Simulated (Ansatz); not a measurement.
## Si: pressure series

Base system: Si in the diamond structure (space group Fd-3m, No. 227; a = 5.444 Å).

Cell and atoms are relaxed at each pressure.

The values are results of Kohn–Sham DFT with the r2SCAN functional, run in Ansatz (a first-principles code) with PAW and 500 eV plane waves, no spin-orbit coupling, earlier PAW set, not measurements.

```csv
variant,smallest direct gap,volume per atom,band gap
base,2.74 eV,20.17 Å³,0.78 eV
pressure −2 GPa,2.73 eV,20.61 Å³,___
pressure −1 GPa,2.73 eV,20.38 Å³,0.79 eV
pressure 0.3 GPa,2.74 eV,20.11 Å³,0.77 eV
pressure 0.7 GPa,2.74 eV,20.03 Å³,0.76 eV
pressure 1.5 GPa,2.74 eV,19.87 Å³,___
pressure 3 GPa,2.75 eV,19.59 Å³,0.72 eV
pressure 5 GPa,2.76 eV,19.25 Å³,0.69 eV
pressure 7.5 GPa,2.76 eV,18.86 Å³,___
pressure 10 GPa,2.77 eV,18.50 Å³,0.61 eV
```

### Question
Fill in the withheld entries from the trend.

### Answer

- pressure −2 GPa, band gap: 0.81 eV
- pressure 1.5 GPa, band gap: 0.75 eV
- pressure 7.5 GPa, band gap: 0.65 eV

Load acts through the strain it causes; cell and atoms are relaxed under it. Whether these cells are dynamically stable was not tested. Tetrahedral semiconductors of this kind turn to denser phases somewhere between about 1 and 50 GPa; those were not computed, so compressed cells here can lie past the real transition.
